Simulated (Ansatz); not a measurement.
Functionals compared on a constructed model of the (111) surface of fcc Pd, a pseudomorphic layer of Co in the host's stacking (bottom of the slab: a bare face, its two planes held), in Ansatz (plane waves, PAW). The structure was relaxed with PBE; the other rows are single points on it. Cutoff 420 eV.

Slab: 7 atoms, 13.6 Å thick at the start; k 15x15x1, smearing 0.1 eV, dipole-corrected; 2 atoms held, the rest relaxed; start symmetry kept, larger cells not searched; spin-polarised, ending with about 2.6 μB a cell; orders that need a larger cell were not tried, no spin-orbit, no U. In PBE it is, or lies within 0.01 eV a 1x1 cell of, the lowest of the 2 structures of its composition computed so far; larger cells were not tried. These notes are the PBE run's.

```json
[
 {"functional": "PBE", "work function of the top face (eV)": "4.68", "magnetic moment of the cell (μB)": "2.61", "rough cost of the single point": "–"},
 {"functional": "RPBE", "work function of the top face (eV)": "4.51", "magnetic moment of the cell (μB)": "2.65", "rough cost of the single point": "roughly 2.8 core-minutes"}
]
```

Ansatz is a quantum-chemistry and plane-wave program.
